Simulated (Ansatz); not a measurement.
Checking a run of Ansatz (an electronic-structure program) on YbSi2 (P1, 3 atoms in the cell). The aim is a self-consistent single point with DFT, PBEsol, plane waves, default PAW files made with PBE.

Cell that was meant: a = 3.7710 Å, b = 3.7710 Å, c = 4.0980 Å, α = 90.00°, β = 90.00°, γ = 120.00°.

Part of the input:

Ansatz 0.2 input:
```yaml
    - [-1.88550000, 3.26578200, 0.00000000]
    - [0.00000000, 0.00000000, 4.09800000]
  atoms:
    - { symbol: Yb, position: [-0.02451000, 0.00242600, 0.01068800], spin: 1.0 }
    - { symbol: Si, position: [0.00477800, 2.17639600, 2.00911000] }
    - { symbol: Si, position: [1.90523200, 1.08696000, 2.07820200] }
kpoints:
  mp_grid: { grid: [9, 9, 7], shift: [0.5, 0.5, 0.5] }
hamiltonian:
```

Output (repeated stretches shortened):

```
WARN basis.ecutwfc = 420 eV, the default
   [... lines left out ...]
PAW frozen core: Si, regenerated for the run's functional, and the local potential with it
Initial density: superposition of atomic densities (chi_scale 0.1, normalization cell)
Starting moments: Σ|m| = 1 μB on 1 of 3 sites
Initial wavefunctions: pseudopotential atomic-orbital guess
Eigensolver: davidson
Functional: x = pbesol(κ = 0.804, μ = 0.12345679012345678), c = pbesol(β = 0.046)
SCF iter   1: F=—  HF=-13473.085961 eV  |F-HF|=—  |Δ(HF+E_count)|=         —  Δρ=4.70e-1 (↑4.29e-1 ↓4.70e-1)  dr2=3.67e2  dr2_m=4.76e-1  M=0.000 μB ∫|m|=0.014 μB  β_m=0.30  ethr=3.10e-3  ⟨swp⟩=18.1  Hψ=146806  notcnv=0
Mixer restart at iter 1: flushing history
all-band conjugate gradients solve this SCF's bands
preconditioner: auto → Resta (q_TF=auto, 2.529 Å⁻¹)
   [... lines left out ...]
SCF iter  12: F=—  HF=-13468.005392 eV  |F-HF|=—  |Δ(HF+E_count)|=   1.16e-7  S|Δr|=    0.00e0  Δρ=1.96e-5 (↑1.96e-5 ↓1.94e-5)  dr2=7.23e-7  dr2_m=1.78e-11  M=-0.000 μB ∫|m|=0.000 μB  β_m=0.85  ethr=2.19e-9  ⟨swp⟩=3.4  Hψ=31361  notcnv=0  defer=544
SCF iter  13: F=-13468.005391 eV  HF=-13468.005392 eV  |F-HF|=1.03e-7  |Δ(HF+E_count)|=   2.14e-7  S|Δr|=    0.00e0  Δρ=4.30e-6 (↑4.20e-6 ↓4.30e-6)  dr2=3.06e-8  dr2_m=6.44e-12  M=-0.000 μB ∫|m|=0.000 μB  ethr=3.13e-10  ⟨swp⟩=24.1  Hψ=178794  notcnv=0
SCF 1 converged in 13 iterations: F = -13468.005391 eV  dr2 = 3.06e-8
WARN: the starting moments were not kept: the SCF closed with an absolute magnetisation of 2.0e-6 μB, where they sum to 1 μB in size (1 site) …
   [... lines left out ...]
Absolute magnetization: 0.0000 μB (∫|ρ↑−ρ↓|, with the PAW one-centre terms)
Free energy (F): -13468.005391 eV
Fermi energy:    8.401178 eV
   [... lines left out ...]
  atom   3  Si -2548.88734706   869.19881230  1935.55282314
--- Stress (GPa, compression-positive) ---
     3784.730804   -3171.142223   -2228.435896
    -3171.142149    5980.547370     704.069057
    -2228.436044     704.069281    1709.715267
  P = ⅓ Tr σ = 3824.9978 GPa (38249.978 kbar)
  The stress holds the Pulay correction. Without it, at fixed plane waves, as pw.x and ABINIT print it: P = 3797.4316 GPa
```

Question: Can these results be used? Check the input.

Answer: The run is not sound. The fault is fractional and Cartesian coordinates mixed up. Numbers meant as fractions of the cell vectors were read as lengths, or the reverse, so the atoms sit in the wrong places. To fix it, make label and numbers agree, by changing either. The run converged in 13 iterations without an error; against the sound input the free energy rises by 484 eV/atom, the pressure goes from 11.38 to 3825 GPa and the largest force goes from 0.386 to 5055 eV/Å.

The sound input it was made from differs as follows (other fixes are possible):
```diff
-    - { symbol: Yb, position: [-0.02451000, 0.00242600, 0.01068800], spin: 1.0 }
-    - { symbol: Si, position: [0.00477800, 2.17639600, 2.00911000] }
-    - { symbol: Si, position: [1.90523200, 1.08696000, 2.07820200] }
+    - { symbol: Yb, position: [-0.00612800, 0.00074300, 0.00260800], spin: 1.0 }
+    - { symbol: Si, position: [0.33447900, 0.66642400, 0.49026600] }
+    - { symbol: Si, position: [0.67164900, 0.33283300, 0.50712600] }
```

With that input, the run converged in 14 iterations: free energy E − TS (on the zero of these files) -14920.8255 eV; Fermi level (on the code's own zero) 13.93 eV; pressure 11.38 GPa; largest force (vector length) 0.386 eV/Å; size of the cell's spin moment 0.00 μB (DFT, PBEsol, plane waves, default PAW files made with PBE).

On the sound input: the starting cell comes from a database of published, mostly measured structures (it also holds non-ambient and calculated ones), without a prior relaxation at this level. Its atoms were displaced at random from the sites of space group no. 191. The starting moments vanished: the run ended non-magnetic, which need not be the lowest state. The program warned that a starting moment was not kept. With a pressure of about 11 GPa the cell is away from its equilibrium volume at this level. Ansatz's pressure includes its estimate of the finite-basis (Pulay) stress.
